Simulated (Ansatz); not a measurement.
Input:

```xyz
4
Lattice="4.1230 0.0000 0.0000 -2.0615 3.5283 0.0000 0.0000 0.0000 6.6367" Properties=species:S:1:pos:R:3 pbc="T T T"
Cd     0.0000     2.3502    -0.0020
Cd     2.0615     1.1781     3.3164
S      0.0000     2.3409     2.5040
S      2.0615     1.1874     5.8224
```

No spin polarisation.

Computed with Kohn–Sham DFT with the LDA functional, run in Ansatz (a program for electronic structure) with PAW and 420 eV plane waves, spin-orbit coupling left out. Settings: 9×9×5 k-points, 0.05 eV Fermi–Dirac smearing.

Task: Estimate the stress (xx, yy, zz, yz, xz, xy; compression positive).

Result: (-1.11, -0.68, -0.57, 0.00, 0.00, 0.00) GPa.

Task: Estimate the gap character.

Result: Direct at Γ.

Task: What is the computed electron mass?

Result: 0.11 mₑ along z, 0.11 mₑ across (at Γ).

The cells carry an imposed strain or load. Masses are band curvatures over ±0.01 Å⁻¹ around the edge. No phonon test of stability was made. The cell was made from CdS in the wurtzite structure (space group P6_3mc, No. 186) by this change: uniaxial strain ε_xx = +1.20 %.
